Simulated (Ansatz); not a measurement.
The reference is BN (space group P6_3/mmc, No. 194; a = 2.500 Å, c = 6.412 Å; layered, stacked along the Cartesian z axis).

Method: PBEsol-D3(BJ) (Ansatz, an electronic-structure program), no spin-orbit coupling.

Strains are applied to the cell and any free atomic positions relax.

One change was made to it. Results:

The width of the top valence band increases by 0.136 eV, from 3.30 eV to 3.43 eV; the band gap goes up by 0.03 eV, from 4.08 eV to 4.11 eV; the energy rises by 9.2 meV/atom; the pressure (mean of the normal stresses, compression positive) goes from zero to 9.84 GPa.

Name the change that was made.
(A) isotropic strain −1.80 %
(B) isotropic strain −3.00 %
(C) isotropic strain −0.60 %
(D) isotropic strain −2.40 %
(E) isotropic strain −1.20 %

E, isotropic strain −1.20 %. For comparison, the energy relative to the base in the other runs: isotropic strain −1.80 % gives +21 meV/atom; isotropic strain −3.00 % gives +61 meV/atom; isotropic strain −2.40 % gives +38 meV/atom; isotropic strain −0.60 % gives +2.3 meV/atom.

Whether these cells are dynamically stable was not tested.
